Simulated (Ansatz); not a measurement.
## TiAl, response to strain

Base system: TiAl (space group P4/mmm, No. 123; a = 2.8241 Å, c = 4.0748 Å; relaxed with 0.1 eV smearing).

Strains are applied to the cell and any free atomic positions relax.

Calculations: DFT with PBE, PAW potentials and a 420 eV plane-wave cutoff in Ansatz (an electronic-structure program), no spin-orbit coupling.

Candidates:
(a) isotropic strain +2.50 %
(b) isotropic strain −2.50 %
(c) isotropic strain −2.00 %
(d) isotropic strain −1.00 %
(e) isotropic strain −0.50 %

Notes on the quantities. energy relative to the base: free energy F.

### Question
Order them by energy relative to the base, highest first.

### Answer
(b) isotropic strain −2.50 % (+35 meV/atom), (a) isotropic strain +2.50 % (+30 meV/atom), (c) isotropic strain −2.00 % (+22 meV/atom), (d) isotropic strain −1.00 % (+5.3 meV/atom), (e) isotropic strain −0.50 % (+1.3 meV/atom)

Whether these cells are dynamically stable was not tested. All final runs are without spin polarisation.
